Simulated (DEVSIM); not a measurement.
System: Si p+/n-/n+ power diode, at 300 K.

Layer 1 from the left is Si, thickness (μm) 1.70, Na (cm⁻³) 5.1e18, τn (s) 6.2e-6, τp (s) 6.2e-6. Layer 2 from the left is Si, thickness (μm) 40.0, Nd (cm⁻³) 7.4e15, τn (s) 6.2e-6, τp (s) 6.2e-6. Layer 3 from the left is Si, thickness (μm) 2.50, Nd (cm⁻³) 3.9e18, τn (s) 6.2e-6, τp (s) 6.2e-6.

Left contact: ohmic. Right contact: ohmic. Voltage is applied to the left contact. Recombination: SRH at mid-gap. Gap narrowing is on: ΔEg = 6.92 meV × (l + √(l² + 0.5)), l = ln(N/1.3e17 cm⁻³), shared equally by both band edges. Mobility is μmin + (μ − μmin)/(1 + (N/Nref)^α).

This is a model device: material constants are rounded textbook-type values typed into the input, and sizes, dopings and lifetimes were drawn at random. Values at 300 K.

Si: gap (eV) 1.124, affinity (eV) 4.05, permittivity 11.7, Nc (cm⁻³) 2.86e19, Nv (cm⁻³) 3.1e19, μn (cm²/Vs) 1417, μp (cm²/Vs) 470, μn,min 52, μp,min 45, Nref,n 9.7e16, Nref,p 2.2e17, αn 0.68, αp 0.72.

DEVSIM, 1D drift-diffusion, Boltzmann statistics, complete ionisation; no tunnelling, impact ionisation, image-force lowering or self-heating.

What does the simulation give for the dark forward voltage at 100 A/cm², the dark forward voltage at 1 A/cm²?

dark forward voltage at 100 A/cm² 0.850 V; dark forward voltage at 1 A/cm² 0.706 V.
